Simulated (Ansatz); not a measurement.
**Lattice parameter a of CdO (model structure, started from the MnP type, P6₃/mmc, No. 194, 8 atoms in the cell) at several levels of theory**

No measured value is used here.

| level (code) | value (Å) |
|---|---|
| PBE (Ansatz) | 3.310 |
| PBEsol (Ansatz) | ___ |
| PBE-D3(BJ) (Ansatz) | 3.276 |

### Question
What belongs in the gaps?

### Answer

- PBEsol (Ansatz, a quantum-chemistry and plane-wave program), value (Å): 3.253

Ansatz's density-functional and Hartree–Fock values are scalar-relativistic unless marked +SOC, with PAW data made under PBE.

A model structure was made by putting elements into a prototype or built by hand; it is no filed structure, need not be a known phase, and can be a saddle point held by its symmetry.
